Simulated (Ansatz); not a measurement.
Where the default PAW files enter, the runs use the earlier of Ansatz's two default sets.

Inside the gap of an insulator the Bloch states are evanescent, with a wavenumber k + iκ along the transport direction.

Given:

```yaml
crystal:
  lattice:
    - [3.07569, 0.00000, 0.00000]
    - [-1.53784, 2.66363, 0.00000]
    - [0.00000, 0.00000, 10.07065]
  atoms:
    - { symbol: Si, position: [0.66667, 0.33333, 0.93784] }
    - { symbol: Si, position: [0.33333, 0.66667, 0.43784] }
    - { symbol: Si, position: [0.00000, 0.00000, 0.68789] }
    - { symbol: Si, position: [0.00000, 0.00000, 0.18789] }
    - { symbol: C, position: [0.66667, 0.33333, 0.74980] }
    - { symbol: C, position: [0.33333, 0.66667, 0.24980] }
    - { symbol: C, position: [0.00000, 0.00000, 0.50046] }
    - { symbol: C, position: [0.00000, 0.00000, 0.00046] }
```

Space group of this cell: P6_3mc. The cell is taken as given.

Transport runs along the normal of the first two printed cell vectors, the (001) plane of the conventional cell.

The gap is the functional's own. No spin-orbit coupling. Mid-gap values are interpolated on the energy grid.

Task: Predict the band gap and the smallest decay constant κ at mid-gap from Ansatz (a program for electronic structure) with PBEsol.

Result: Gap 2.12 eV on a 12×12×4 mesh; κ = 0.222 1/Å, at the zone centre.
